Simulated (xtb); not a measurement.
xtb 6.7.1, GFN1-xTB: Zr(OH)2(SH)2 ([OH][Zr]([OH])([SH])[SH]), 9 atoms. The geometry is a generated start, not checked to be a minimum at this level.

```
Item                       Value
-----------------  -------------
run flags                 --grad
method                  GFN1-xTB
--acc                1 (default)
--etemp (K)        300 (default)
basis functions               46
valence electrons             32
```

```xyz
9

Zr     0.4099    -0.1491     0.2123
O      1.3706    -1.0452    -1.0723
H      1.9889    -1.4009    -1.7159
O      0.4365     0.4158     1.9599
H      0.5249     0.5953     2.8971
S     -0.1819     1.9243    -0.9767
H     -1.0911     2.2237    -0.0320
S     -1.8071    -1.2066     0.0287
H     -1.6507    -1.3573    -1.3011
```

Charge 0 and multiplicity 1 are set for this test and not shown to be the ground state.

One run each on 1 thread. Values of broydamp tried: 0.02, 0.05, 0.1, 0.2, 0.4 (default), 0.6, 0.8, 1.

Q: Which value of broydamp needs the fewest SCC iterations, and what happens away from it?

A: Fewest SCC iterations, within one of each other: 0.1 with 15, 0.2 with 15, 0.4 (default) with 15, 0.6 with 14, 0.8 with 14, 1 with 14. The count rises to 25 at 0.02. All converge to one solution.

| broydamp | SCC iterations | end |
|---|---|---|
| 0.02 | 25 | same solution |
| 0.05 | 19 | same solution |
| 0.1 | 15 | same solution |
| 0.2 | 15 | same solution |
| 0.4 (default) | 15 | same solution |
| 0.6 | 14 | same solution |
| 0.8 | 14 | same solution |
| 1 | 14 | same solution |
